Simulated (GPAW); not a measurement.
Worked example: self-consistent single point of InBi (P4mm, 4 atoms in the cell) in GPAW.

Level of theory: LDA (Perdew-Wang 92), real-space grid, GPAW PAW datasets LDA (gpaw-data 1.0.1) (GPAW).

```xyz
4
Lattice="4.9256 0.0000 0.0000 0.0000 4.9256 0.0000 0.0000 0.0000 5.2379" Properties=species:S:1:pos:R:3 pbc="T T T"
In     2.4628     2.4628     0.0000
In     0.0000     0.0000     0.0000
Bi     2.4628     0.0000     1.9357
Bi     0.0000     2.4628     3.3522
```

Reference input (self-consistent single point, DFT LDA (Perdew-Wang 92), real-space grid, GPAW PAW datasets LDA (gpaw-data 1.0.1)): mode = fd; h = 0.2 Å; xc = LDA; kpts = 3 3 3; mesh shift (steps) = 0 0 0; occupations.name = methfessel-paxton; occupations.width = 0.1 eV; occupations.order = 0; nbands = -12; convergence.forces = 0.001 eV/Å; symmetry.symmorphic = false; symmetry.tolerance = 0.0005. This run's input differs from it in these lines:

```diff
@@ -19,3 +19,3 @@
             nbands=-12,
-            convergence={'forces': 0.001},
+            convergence={'energy': 2e-14, 'density': 7e-09, 'eigenstates': 2e-18},
             symmetry={'symmorphic': False, 'tolerance': 0.0005},
```

Log, with long lists cut:

```
     iter     time        total  log10-change:
                         energy   eigst   dens
iter:   1 --:--:--   -17.591146
iter:   2 --:--:--   -17.651093   -0.63  -1.66
iter:   3 --:--:--   -17.600203   -1.13  -1.67
iter:   4 --:--:--   -17.618249   -1.40  -1.92
iter:   5 --:--:--   -17.603657   -2.01  -2.36
   [... 46 lines left out ...]
iter:  52 --:--:--   -17.602929  -13.21  -7.76
iter:  53 --:--:--   -17.602929  -14.05  -7.79
iter:  54 --:--:--   -17.602929  -14.08  -7.88
iter:  55 --:--:--   -17.602929  -14.26  -8.05
iter:  56 --:--:--   -17.602929  -14.42  -8.19c
iter:  57 --:--:--   -17.602929  -15.01  -8.25c
   [... lines left out ...]
iter: 120 --:--:--   -17.602929  -21.23c -13.22c

Did not converge!

Here are some tips:

1) Make sure the geometry and spin-state is physically sound.
2) Use less aggressive density mixing.
3) Solve the eigenvalue problem more accurately at each scf-step.
4) Use a smoother distribution function for the occupation numbers.
5) Try adding more empty states.
6) Use enough k-points.
7) Don't let your structure optimization algorithm take too large steps.
8) Solve the Poisson equation more accurately.
9) Better initial guess for the wave functions.

See details here:

    https://gpaw.readthedocs.io/documentation/convergence.html
Traceback (most recent call last):
   [... frames left out ...]
gpaw.KohnShamConvergenceError: Did not converge!  See text output for help.
```

The run ended unconverged after 120 iterations. 

The starting cell comes from a database of computed structures (which also holds hypothetical and non-ambient phases and stackings), without a prior relaxation at this level. Its lattice was rescaled by up to half a per cent. One atom was moved a little off its site on purpose.

Cost on one core of a shared machine: roughly 4 min.
